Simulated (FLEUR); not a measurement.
FLEUR run on BaB₆ (Pm-3m, 7 atoms in the cell): self-consistent single point.

Method of the run: PBEsol, all-electron FLAPW (FLEUR), scalar-relativistic valence.

```xyz
7
Lattice="4.2307 0.0000 0.0000 0.0000 4.2307 0.0000 0.0000 0.0000 4.2307" Properties=species:S:1:pos:R:3 pbc="T T T"
Ba     0.0000     0.0000     0.0000
B      0.8701     2.1153     2.1153
B      3.3606     2.1153     2.1153
B      2.1153     0.8701     2.1153
B      2.1153     3.3606     2.1153
B      2.1153     2.1153     0.8701
B      2.1153     2.1153     3.3606
```

Reference input (self-consistent single point, DFT, LDA (Vosko-Wilk-Nusair), all-electron FLAPW (FLEUR), scalar-relativistic valence): Kmax = 4 1/bohr; GmaxXC = 14 1/bohr; xcFunctional = vwn; jspins = 1; l_soc = F; mode = gauss; fermiSmearingEnergy = 0.00367493 Htr; mesh (inpgen div1-3) = 10 10 10; inpgen gamma flag = true; Gmax = 14 1/bohr; numbands = 0; maxIterBroyd = 40. This run's input differs from it in these lines:

```diff
@@ -19,3 +19,3 @@
 &comp jspins=1 /
-&exco xctyp='vwn' /
+&exco xctyp='PBEs' /
 &kpt div1=10 div2=10 div3=10 gamma=t /
@@ -32,3 +32,3 @@
       <coreElectrons ctail="T" frcor="F" kcrel="0" coretail_lmax="0"/>
-      <xcFunctional name="vwn" relativisticCorrections="F"/>
+      <xcFunctional name="PBEs" relativisticCorrections="F"/>
       <magnetism jspins="1"/>
```

Output (repeated stretches shortened):

```
 Iteration:     1   Distance:      16.53623631 me/bohr^3
 Iteration:     2   Distance:      15.10376187 me/bohr^3
 Iteration:     3   Distance:       5.51296283 me/bohr^3
 Iteration:     4   Distance:       4.95441200 me/bohr^3
 Iteration:     5   Distance:       0.94606978 me/bohr^3
   [... 6 lines left out ...]
 Iteration:    12   Distance:       0.00070046 me/bohr^3
 Iteration:    13   Distance:       0.00033015 me/bohr^3
 Iteration:    14   Distance:       0.00006114 me/bohr^3
 Iteration:    15   Distance:       0.00000470 me/bohr^3
 Reset of history
 Run finished successfully
 Stop message:
   Structural relaxation: new displacements generated

[file out, last iteration]
             iter=     16
[...]
          total density-effective poten   -1.3901291711E+04
          total charge density-energy d   -2.1898311800E+02
 Updated energy parameters for spin:           1
[...]
 fermi energy and band-weighting factors:

[...]
FERMIE:
          first approx. to ef    (T=0)  :   0.326694 htr   (energy of the highest occ. eigenvalue)
          number of occ. states  (T=0)  :        784
          first approx. to seigv (T=0)  :   1.004784 htr
          sum of weights of occ. states :  14.000000
          sum of semicore charge        :   0.000000 e
          fermi energy=   0.32662 har   work function=  -8.88769 ev
          number of valence electrons=  28.00000
   [... lines left out ...]
          total moment                 =     0.00000
 Direct bandgap for spin            1 :    7.5997171353666682E-003  Htr
 ---->    free energy=                     -8284.6701292527 htr
   [... lines left out ...]
      extrapolation for T->0
 ---->    total electron energy=           -8284.6701292527 htr
 ***** TOTAL FORCES ON ATOMS *****
 TOTAL FORCE FOR ATOM TYPE=  1  X=  0.000   Y=  0.000   Z=  0.000
                       FX_TOT= 0.000000 FY_TOT= 0.000000 FZ_TOT= 0.000000
 TOTAL FORCE FOR ATOM TYPE=  2  X=  1.644   Y=  3.997   Z=  3.997
                       FX_TOT=-0.005509 FY_TOT= 0.000000 FZ_TOT= 0.000000
```

The run converged in 15 iterations. FLEUR gives forces in its relaxation mode, with a further iteration, so its stop message speaks of a relaxation. Against the reference run the largest force goes from 0.087 to 0.283 eV/Å.

The starting cell comes from a database of computed structures (which also holds hypothetical and non-ambient phases and stackings), without a prior relaxation at this level. Its lattice was rescaled by a random factor within 2.5 % of one. Values depend on the basis (sphere radii, cutoffs, local orbitals), which need not be converged. The log's line on a gap gives a spacing of levels on this mesh, which the program prints for metals too.

Cost on one core of a shared machine: roughly 3 min.
